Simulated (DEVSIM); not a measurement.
System: Co/Al2O3/p-Si capacitor, at 300 K.

Layer 1 from the left is Al2O3, thickness (nm) 8.00. Layer 2 from the left is Si, thickness (nm) 2800, Na (cm⁻³) 4.2e16.

Metal gate on the left, work function 5 eV. Fixed charge at the semiconductor interface 9.5e10 cm⁻² (in units of +e); no interface traps.

The device is made up for the run: typed textbook-type constants, with dimensions and the other settings drawn at random. Values at 300 K.

Al2O3: gap (eV) 6.8, affinity (eV) 1.35, permittivity 9. Si: gap (eV) 1.124, affinity (eV) 4.05, permittivity 11.7, Nc (cm⁻³) 2.86e19, Nv (cm⁻³) 3.1e19.

Problem. Estimate by hand the flat-band voltage, the threshold voltage, and compare with a numerical solution.

Solution. 
- Flat-band voltage: C = 0.996 μF/cm², work-function difference -0.003 V; VFB = φms − qNf/C = -0.02 V; numerical -0.02 V.
- Threshold voltage: φF = 0.392 V, depletion charge √(4εqNφF) = 1.05e-7 C/cm²; VT = VFB + 2φF + Qd/C = 0.87 V; numerical 0.87 V.

Simulated with DEVSIM: 1D Poisson equation in equilibrium, Boltzmann statistics, complete ionisation; no quantum confinement or tunnelling. Metal contacts follow the ideal Schottky-Mott rule: no Fermi-level pinning, no interface dipoles.
